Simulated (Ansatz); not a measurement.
Start from PtSe2 in the CdI2 type structure (space group P-3m1, No. 164; a = 3.772 Å, c = 4.821 Å; layered; relaxed with 0.1 eV smearing). Axes: x lies along a and z along c of the hexagonal cell.

Level of theory: PBE-D3(BJ), PAW, 420 eV (Ansatz, a program for electronic structure; spin-orbit coupling left out).

One thing is altered: uniaxial strain ε_zz = +2.00 %, all other strain components held at zero; the atoms relax in the strained cell.

**Question.** Predict the stress tensor and what it implies for the stiffness.

**Answer.** Stress of the strained cell less that of the base (GPa, compression positive):
```
   -0.8     0.0     0.0
    0.0    -0.8     0.0
    0.0     0.0    -1.1
```

Then −Δσ_ii/ε with ε = 0.0200 gives secant stiffness values (nonlinear terms included at this strain): C33 ≈ 54 GPa, C13 ≈ 38 GPa and C23 ≈ 38 GPa.

Stability against distortions was not tested. All final runs are without spin polarisation.
